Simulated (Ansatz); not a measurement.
# What isotropic strain −2.00 % does to GaSb

Take GaSb in the zinc blende structure (space group F-43m, No. 216; a = 6.1115 Å) as the base.

Modification: the cell is scaled by 0.9800 in all directions, atoms relaxed at fixed cell.

Level of theory: plane-wave PAW DFT at the PBEsol level (Ansatz, a first-principles code, 420 eV), scalar-relativistic without spin-orbit coupling. Settings: 13×13×13 k-points, 0.05 eV Fermi–Dirac smearing.

The volume per atom drops by 1.68 Å³ to 26.85 Å³ and the space group is still F-43m (No. 216). The shortest interatomic distance decreases by 0.053 Å to 2.593 Å and the energy rises by 18 meV/atom. The pressure goes from zero to 3.6 GPa and the band gap changes from zero to 0.44 eV. The electron mass is 0.025 mₑ (at Γ) and the hole mass (degenerate bands, along [100]) comes out as 0.025, 0.24, 0.24 mₑ (at Γ). The valley order (the lowest conduction-band minima on the path, energy above the VBM, named in the base's zone) amounts to Γ 0.44 eV; L along ⟨111⟩ 0.49 eV; a point along ⟨100⟩, about 0.9 Å⁻¹ from Γ 0.72 eV.

Final structure:

```
GaSb
1.0
    0.00000     2.99462     2.99462
    2.99462     0.00000     2.99462
    2.99462     2.99462     0.00000
Ga Sb
1 1
Cartesian
  0.00000   0.00000   0.00000
  1.49731   1.49731   1.49731
```

Cost of the whole job for the changed cell (relaxation, final SCF and bands): around 19 core-seconds (rough).

With Sb present, leaving out spin-orbit coupling can change the band edges. Masses are band curvatures over ±0.01 Å⁻¹ around the edge. Whether these cells are dynamically stable was not tested. All final runs are without spin polarisation. The zero or small gap of GaSb can change with the level of theory.
